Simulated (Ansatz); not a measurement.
Start from BP in the zinc blende structure (space group F-43m, No. 216).

```yaml
crystal:
  lattice:
    - [0.00000, 2.27418, 2.27418]
    - [2.27418, 0.00000, 2.27418]
    - [2.27418, 2.27418, 0.00000]
  atoms:
    - { symbol: B, position: [0.00000, 0.00000, 0.00000] }
    - { symbol: P, position: [0.25000, 0.25000, 0.25000] }
```

All numbers come from PBE/PAW in Ansatz (an electronic-structure program), without spin-orbit coupling.

Before the change:

```
Property                Value
-------------------  --------
Pressure             0.1 kbar
Smallest direct gap   3.39 eV
```

The change: an isotropic linear strain of −2.00 %, atoms relaxed at fixed cell.

Estimate the effect on the pressure and smallest direct gap.

The pressure grows by 110.1 kbar, from 0.1 kbar to 110.2 kbar; the smallest direct gap rises by 0.10 eV to 3.49 eV.

No phonon test of stability was made.
